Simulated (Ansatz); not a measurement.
Base system: CdGeAs2 in the chalcopyrite structure (space group I-42d, No. 122; a = 5.8735 Å, c = 11.2264 Å).

Method: DFT with LDA, PAW potentials and a 420 eV plane-wave cutoff in Ansatz (a first-principles code), no spin-orbit coupling.

Before the change:

```
Property     Value
--------  --------
Pressure  0.00 GPa
```

It is then changed as follows: the cell is scaled by 1.0300 in all directions; the atoms relax in the strained cell.

Estimate the effect on the energy relative to the base.

The energy goes up by 36 meV/atom.

What does the calculation give for the pressure after the change?

The pressure (mean of the normal stresses, compression positive) goes from zero to -4.74 GPa.

Stability against distortions was not tested.
